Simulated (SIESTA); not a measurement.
Refining one setting for Mg2ScMn3S8 (R-3m, 14 atoms in the cell)

```
CELL_PARAMETERS angstrom
      3.63694     2.09979     5.93401
     -3.63694     2.09979     5.93401
      0.00000    -4.19958     5.93401
ATOMIC_POSITIONS crystal
  Mg 0.87479 0.87479 0.87479
  Mg 0.12521 0.12521 0.12521
  Sc 0.50000 0.50000 0.50000
  Mn 0.50000 0.50000 0.00000
  Mn 0.00000 0.50000 0.50000
  Mn 0.50000 0.00000 0.50000
  S  0.73852 0.73852 0.73852
  S  0.26148 0.26148 0.26148
  S  0.25303 0.25303 0.71873
  S  0.74697 0.74697 0.28127
  S  0.71873 0.25303 0.25303
  S  0.28127 0.74697 0.74697
  S  0.25303 0.71873 0.25303
  S  0.74697 0.28127 0.74697
```
Moments meant for the start (each program seeds them in its own way; μB, in the order of the atoms Mg Mg Sc Mn Mn Mn S S S S S S S S): 0.0 0.0 0.0 4.0 4.0 4.0 0.0 0.0 0.0 0.0 0.0 0.0 0.0 0.0.

Level of theory: GGA PBEsol, numerical atomic orbitals DZP, PseudoDojo PBEsol standard norm-conserving potentials (rewritten from UPF to PSML) (SIESTA).

The starting cell comes from a database of computed structures (which also holds hypothetical and non-ambient phases and stackings), without a prior relaxation at this level. Its lattice was rescaled by a random factor within 2.5 % of one. The magnetic order is the one reached from the typed start; others were not searched systematically. Values carry the incompleteness of an atom-centred basis.

Held fixed: XC.functional = GGA; XC.authors = PBEsol; potentials = PseudoDojo PBEsol standard; PAO.BasisSize = DZP; PAO.EnergyShift = 0.005 Ry; kgrid.MonkhorstPack = 5 5 5 shifted by 0.5 0.5 0.5; OccupationFunction = FD; ElectronicTemperature = 100 meV; Spin = polarized; MaxSCFIterations = 150; SCF.Mixer.Method = Broyden; SCF.Mixer.Weight = 0.1; SCF.Mixer.History = 6; SCF.DM.Tolerance = 1.0E-05.

ΔF is the free energy per atom less that of the last row (400 Ry).

The series runs over MeshCutoff = 75 Ry; 100 Ry; 150 Ry; 200 Ry; 250 Ry; 300 Ry; 400 Ry.

From which setting on does the pressure stay within 1 GPa of the last one?

From MeshCutoff = 150 Ry on; the one before it is off by 1.3 GPa. The value it settles on is 0.0 GPa at this level of theory and with the other settings as held.

```tsv
MeshCutoff	ΔF (meV/atom)	pressure (GPa)	largest force (eV/Å)	size of the net moment (μB/atom)	iterations
75 Ry	-184.1	2.83	0.376	0.85	22
100 Ry	-85.3	1.29	0.375	0.85	21
150 Ry	-17.7	0.30	0.391	0.85	22
200 Ry	-7.5	0.14	0.393	0.85	21
250 Ry	-3.2	0.05	0.395	0.85	21
300 Ry	-1.94	0.05	0.397	0.85	21
400 Ry	0.00	0.00	0.396	0.85	21
```
